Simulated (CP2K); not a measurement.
**Several settings converged on Ti (P-3m1, 2 atoms in the cell)**

```
Ti
1.0
    2.93525     0.00000     0.00000
   -1.46762     2.54200     0.00000
    0.00000     0.00000     4.65660
Ti
2
Direct
  0.33333   0.66667   0.26074
  0.66667   0.33333   0.75000
```

Base method: LDA (Pade form), GPW, DZVP-MOLOPT-SR-GTH basis, GTH-PADE potentials (GTH_POTENTIALS) (CP2K).

Base settings: CUTOFF = 600 Ry; REL_CUTOFF = 50 Ry; SMEAR/METHOD = FERMI_DIRAC; ELECTRONIC_TEMPERATURE = 1160.45 K; KPOINTS/SCHEME = MONKHORST-PACK 6 6 3; GAMMA_CENTERED = T; XC_FUNCTIONAL = PADE; Ti/BASIS_SET = DZVP-MOLOPT-SR-GTH; Ti/POTENTIAL = GTH-PADE-q12; METHOD = GPW.

**The k-point mesh at a smearing width of 0.02 eV**

In this ladder: ELECTRONIC_TEMPERATURE = 232.09 K. Moved along: GAMMA_CENTERED.

Only quantities that move along the ladder and can be compared are tabulated.

| KPOINTS/SCHEME | free energy less the last step's (meV/atom) | pressure (GPa) | largest difference of a force vector from the last step's (eV/Å) |
|---|---|---|---|
| MONKHORST-PACK 5 5 3 | -0.11 | -8.15 | 0.040 |
| MONKHORST-PACK 6 6 3 | 16.26 | -7.38 | 0.012 |
| MONKHORST-PACK 7 7 4 | -1.25 | -7.91 | 0.007 |
| MONKHORST-PACK 8 8 5 | -1.82 | -7.92 | 0.022 |
| MONKHORST-PACK 10 10 5 | -0.75 | -8.06 | 0.003 |
| MONKHORST-PACK 12 12 7 | 0.00 | -7.96 | 0.000 |

Coarsest KPOINTS/SCHEME that holds the forces within 0.01 eV/Å of the last step, with all finer ones: MONKHORST-PACK 10 10 5; the step before is off by 0.022 eV/Å.

Coarsest KPOINTS/SCHEME that holds the pressure within 0.5 GPa of the last step, with all finer ones: MONKHORST-PACK 7 7 4; the step before is off by 0.58 GPa.

Coarsest KPOINTS/SCHEME that holds the free energy within 5 meV/atom of the last step, with all finer ones: MONKHORST-PACK 7 7 4; the step before is off by 16 meV/atom.

**The k-point mesh at a smearing width of 0.3 eV**

In this ladder: ELECTRONIC_TEMPERATURE = 3481.36 K. Moved along: GAMMA_CENTERED.

Only quantities that move along the ladder and can be compared are tabulated.

```csv
KPOINTS/SCHEME,free energy less the last step's (meV/atom),pressure (GPa)
MONKHORST-PACK 5 5 3,-3.37,-5.72
MONKHORST-PACK 6 6 3,1.18,-5.54
MONKHORST-PACK 7 7 4,0.00,-5.67
MONKHORST-PACK 8 8 5,-0.02,-5.67
MONKHORST-PACK 12 12 7,0.00,-5.68
```

Coarsest KPOINTS/SCHEME that holds the pressure within 0.1 GPa of the last step, with all finer ones: MONKHORST-PACK 7 7 4; the step before is off by 0.14 GPa.

Coarsest KPOINTS/SCHEME that holds the free energy within 0.5 meV/atom of the last step, with all finer ones: MONKHORST-PACK 7 7 4; the step before is off by 1.2 meV/atom.

**The width of Methfessel-Paxton smearing**

In this ladder: SMEAR/METHOD = METHFESSEL_PAXTON; ELECTRONIC_TEMPERATURE = default; KPOINTS/SCHEME = MONKHORST-PACK 10 10 5.

Narrow widths need finer meshes than wide ones, so the last steps can hold mesh noise.

Only quantities that move along the ladder and can be compared are tabulated; pressure and forces are left out, as mesh noise rules them at narrow widths.

```csv
SIGMA,free energy less the last step's (meV/atom)
1 eV,36.23
0.5 eV,11.22
0.3 eV,3.48
0.2 eV,1.46
0.1 eV,0.10
0.05 eV,0.00
```

Widest SIGMA that holds the free energy within 5 meV/atom of the last step, with all finer ones: 0.3 eV; the step before is off by 11 meV/atom.

On the base run: the starting cell has typed, rounded lattice constants, without a prior relaxation at this level. Its lattice was rescaled by up to half a per cent. One atom was moved a little off its site on purpose. Spin polarisation is off. Values carry the incompleteness of an atom-centred basis. In the base run, with a pressure of about -7 GPa the cell is away from its equilibrium volume at this level. Without a gap this mesh is coarse (it stands for a supercell whose shortest vector is 14 Å).

Left out of this page: 2 runs of the series outside the window shown, repeating another row's setting, or not comparable.
